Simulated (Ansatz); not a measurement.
The parent structure is Zr in the hcp (Mg type) structure (space group P6_3/mmc, No. 194; a = 3.2304 Å, c = 5.1788 Å; relaxed with 0.1 eV smearing). Axes: x lies along a and z along c of the hexagonal cell.

Computed with PBE (Ansatz, a first-principles code; PAW; 420 eV plane waves; no spin-orbit coupling).

It is then changed as follows: uniaxial strain ε_zz = −1.00 %, all other strain components held at zero, atoms relaxed at fixed cell.

Question: Predict the stress tensor and what it implies for the stiffness.

Answer: Stress of the strained cell less that of the base (GPa, compression positive):
```
    0.7     0.0     0.0
    0.0     0.7     0.0
    0.0     0.0     1.7
```

Then −Δσ_ii/ε with ε = -0.0100 gives relaxed-ion elastic constants: C33 ≈ 168 GPa, C13 ≈ 67 GPa and C23 ≈ 67 GPa.

Stability against distortions was not tested. All final runs are without spin polarisation.
